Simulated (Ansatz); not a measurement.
**A computed series for CdSe: response to strain**

Consider CdSe in the zinc blende structure (space group F-43m, No. 216; a = 6.133 Å). Axes: x, y, z lie along the cube axes.

Strains are applied to the cell and any free atomic positions relax; under biaxial strain the out-of-plane vector relaxes too; under stress the whole cell relaxes.

All numbers come from r2SCAN/PAW in Ansatz (a program for electronic structure), scalar-relativistic without spin-orbit coupling, earlier PAW set.

Notes on the quantities. pressure: mean of the normal stresses, compression positive.

```json
[
 {"case": "base", "pressure": "0.01 GPa", "space group": "F-43m (No. 216)", "band gap": "1.03 eV"},
 {"case": "biaxial strain −4.63 %, plane normal [001], relaxed out of plane", "pressure": "1.51 GPa", "space group": "I-4m2 (No. 119)", "band gap": "0.93 eV"},
 {"case": "biaxial strain −0.20 %, plane normal [110], relaxed out of plane", "pressure": "0.11 GPa", "space group": "Imm2 (No. 44)", "band gap": "1.03 eV"},
 {"case": "biaxial strain +3.82 %, plane normal [110], relaxed out of plane", "pressure": "-1.97 GPa", "space group": "Imm2 (No. 44)", "band gap": "0.70 eV"},
 {"case": "isotropic strain −0.59 %", "pressure": "0.96 GPa", "space group": "F-43m (No. 216)", "band gap": "1.07 eV"},
 {"case": "isotropic strain +0.56 %", "pressure": "-0.83 GPa", "space group": "F-43m (No. 216)", "band gap": "1.00 eV"},
 {"case": "isotropic strain +1.24 %", "pressure": "…", "space group": "F-43m (No. 216)", "band gap": "…"},
 {"case": "uniaxial strain ε_zz = +0.70 %", "pressure": "-0.35 GPa", "space group": "I-4m2 (No. 119)", "band gap": "1.01 eV"},
 {"case": "uniaxial stress, 0.5 GPa tension along z", "pressure": "–", "space group": "I-4m2 (No. 119)", "band gap": "1.00 eV"},
 {"case": "uniaxial stress, 2 GPa compression along x", "pressure": "–", "space group": "I-4m2 (No. 119)", "band gap": "0.75 eV"}
]
```

Problem. What belongs in the blanks?

Solution. 
- isotropic strain +1.24 %, pressure: -1.75 GPa
- isotropic strain +1.24 %, band gap: 0.95 eV

A biaxial case was relaxed in a doubled cell and then solved in the primitive one. Stability under load was not tested beyond the relaxation.
